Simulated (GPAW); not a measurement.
Worked example: self-consistent single point of ScIr₃ (Pm-3m, 4 atoms in the cell) in GPAW

Computed with LDA (Perdew-Wang 92), GPAW PAW datasets LDA (gpaw-data 1.0.1) (plane waves; GPAW).

The input file:

```python
from ase import Atoms
from ase.units import GPa
from gpaw import GPAW

atoms = Atoms(['Sc', 'Ir', 'Ir', 'Ir'],
              cell=[[3.848331, 0.000000, 0.000000],
                    [0.000000, 3.848331, 0.000000],
                    [0.000000, 0.000000, 3.848331]],
              scaled_positions=[[0.000000, 0.000000, 0.000000],
                                [0.000000, 0.500000, 0.500000],
                                [0.500000, 0.000000, 0.500000],
                                [0.500000, 0.500000, 0.000000]],
              pbc=True)

calc = GPAW(mode={'name': 'pw', 'ecut': 850},
            xc='LDA',
            kpts={'size': (6, 6, 6), 'gamma': True},
            occupations={'name': 'fermi-dirac', 'width': 0.136},
            nbands=-12,
            symmetry={'symmorphic': False, 'tolerance': 0.0005},
            maxiter=120,
            txt='-')

atoms.calc = calc

energy = atoms.get_potential_energy()
print('Energy (eV):', round(energy, 6))
forces = atoms.get_forces()
print('Forces (eV/Ang):')
print(forces.round(5))
stress = atoms.get_stress()
print('Stress (GPa, Voigt):', (stress / GPa).round(4))
```

The program printed (abridged):

```
Input parameters:
  kpts: {gamma: True,
         size: (6, 6, 6)}
  maxiter: 120
  mode: {ecut: 850,
         name: pw}
  nbands: -12
  occupations: {name: fermi-dirac,
                width: 0.136}
  symmetry: {symmorphic: False,
             tolerance: 0.0005}

species:
  Sc:
    name: Scandium
    Z: 21.0
    valence: 11
    core: 10
    charge: 0.0
    file: Sc.LDA.gz

    # Using partial waves for Sc as LCAO basis

  Ir:
    name: Iridium
    Z: 77.0
    valence: 15
    core: 62
    charge: 0.0
    file: Ir.LDA.gz

    # Using partial waves for Ir as LCAO basis

Reference energy: -1473378.342097  # eV

Spin-paired calculation

Convergence criteria:
 Maximum [total energy] change in last 3 cyles: 0.0005 eV / valence electron
 Maximum integral of absolute [dens]ity change: 0.0001 electrons / valence electron
 Maximum integral of absolute [eigenst]ate change: 4e-08 eV^2 / valence electron
 Maximum number of scf [iter]ations: 120

Symmetries present (total): 48
Symmetries with fractional translations: 0
216 k-points: 6 x 6 x 6 Monkhorst-Pack grid + [1/12,1/12,1/12]
20 k-points in the irreducible part of the Brillouin zone
       k-points in crystal coordinates                weights
   0:     0.00000000    0.00000000    0.00000000          1/216
   1:     0.16666667    0.00000000    0.00000000          6/216
   2:     0.16666667    0.16666667    0.00000000         12/216
   [... 7 lines left out ...]
          ...
  19:     0.50000000    0.50000000    0.50000000          1/216

Wave functions: Plane wave expansion
  Cutoff energy: 850.000 eV
  Number of coefficients (min, max): 3174, 3235
  Pulay-stress correction: 0.000000 eV/Ang^3 (de/decut=0.000000)

Occupation numbers: Fermi-Dirac:
  width: 0.1360  # eV

Eigensolver

Densities:
  Coarse grid: 27*27*27 grid
  Fine grid: 54*54*54 grid
  Total Charge: 0.000000

Density mixing:
  Method: separate
  Backend: pulay
  Linear mixing parameter: 0.05
  old densities: 5
  Damping of long wavelength oscillations: 50

Hamiltonian:
  XC and Coulomb potentials evaluated on a 54*54*54 grid
  External potential:
    NoExternalPotential

Number of atoms: 4
Number of atomic orbitals: 49
Number of bands in calculation: 40
Number of valence electrons: 56
Bands to converge: occupied

Density initialized from atomic densities
  40 bands from LCAO basis set

Atomic positions and initial magnetic moments

Positions:
   0 Sc     0.000000    0.000000    0.000000    ( 0.0000,  0.0000,  0.0000)
   1 Ir     0.000000    1.924165    1.924165    ( 0.0000,  0.0000,  0.0000)
   2 Ir     1.924165    0.000000    1.924165    ( 0.0000,  0.0000,  0.0000)
   3 Ir     1.924165    1.924165    0.000000    ( 0.0000,  0.0000,  0.0000)

Unit cell:
           periodic     x           y           z      points  spacing
  1. axis:    yes    3.848331    0.000000    0.000000    27     0.1425
  2. axis:    yes    0.000000    3.848331    0.000000    27     0.1425
  3. axis:    yes    0.000000    0.000000    3.848331    27     0.1425

  Lengths:   3.848331   3.848331   3.848331
  Angles:   90.000000  90.000000  90.000000

Effective grid spacing dv^(1/3) = 0.1425

     iter     time        total  log10-change:
                         energy   eigst   dens
iter:   1 --:--:--   -40.775916
iter:   2 --:--:--   -40.776697   -0.38  -1.49
iter:   3 --:--:--   -40.395675   -1.10  -1.51
iter:   4 --:--:--   -40.367386   -2.09  -1.75
iter:   5 --:--:--   -40.349679   -1.85  -1.85
iter:   6 --:--:--   -40.418261   -2.30  -2.25
iter:   7 --:--:--   -40.364722   -2.47  -2.17
iter:   8 --:--:--   -40.365290   -3.62  -2.98
iter:   9 --:--:--   -40.367529c  -3.47  -3.07
iter:  10 --:--:--   -40.367665c  -4.36  -2.77
iter:  11 --:--:--   -40.364898c  -3.77  -2.83
iter:  12 --:--:--   -40.364959c  -4.78  -3.54
iter:  13 --:--:--   -40.364966c  -5.84  -3.86
iter:  14 --:--:--   -40.364941c  -6.12  -3.90
iter:  15 --:--:--   -40.364951c  -6.49  -3.99
iter:  16 --:--:--   -40.364948c  -6.87  -4.10c
iter:  17 --:--:--   -40.364927c  -6.85  -4.12c
iter:  18 --:--:--   -40.364940c  -7.32  -4.31c
iter:  19 --:--:--   -40.364944c  -7.41c -4.43c

Converged after 19 iterations.

Dipole moment: (-0.000000, -0.000000, -0.000000) |e|*Ang

Energy contributions relative to reference atoms: (reference = -1473378.342097)

Kinetic:        +27.417262
Potential:      -22.491208
External:        +0.000000
XC:             -44.555240
Entropy (-ST):   -0.217913
Local:           -0.626802
SIC:             +0.000000
--------------------------
Free energy:    -40.473901
Extrapolated:   -40.364944

Showing only first 2 kpts
 Kpt  Band  Eigenvalues  Occupancy
  0    26     15.03878    0.00000
  0    27     15.03878    0.00000
  0    28     15.03878    0.00000
  0    29     15.98802    0.00000

  1    26     13.36553    0.04336
  1    27     14.02430    0.00035
  1    28     14.36066    0.00003
  1    29     15.04013    0.00000

Fermi level: 12.84743

No gap
No difference between direct/indirect transitions
Energy (eV): -40.364944

Forces in eV/Ang:
  0 Sc    0.00000    0.00000    0.00000
  1 Ir   -0.00000    0.00000    0.00000
  2 Ir   -0.00000   -0.00000    0.00000
  3 Ir    0.00000    0.00000   -0.00000

Stress tensor:
    -0.026630     0.000000     0.000000
     0.000000    -0.026630     0.000000
     0.000000     0.000000    -0.026630
Stress (GPa, Voigt): [-4.2666 -4.2666 -4.2666  0.      0.      0.    ]
```

The run converged in 19 iterations. GPAW prints stress with tension positive.

The starting cell comes from a database of computed structures (which also holds hypothetical and non-ambient phases and stackings), without a prior relaxation at this level. Its lattice was rescaled by a random factor within 2.5 % of one. Spin-orbit coupling is off. Spin polarisation is off. With a pressure of about 4 GPa the cell is away from its equilibrium volume at this level.

Cost on one core of a shared machine: roughly 40 s.
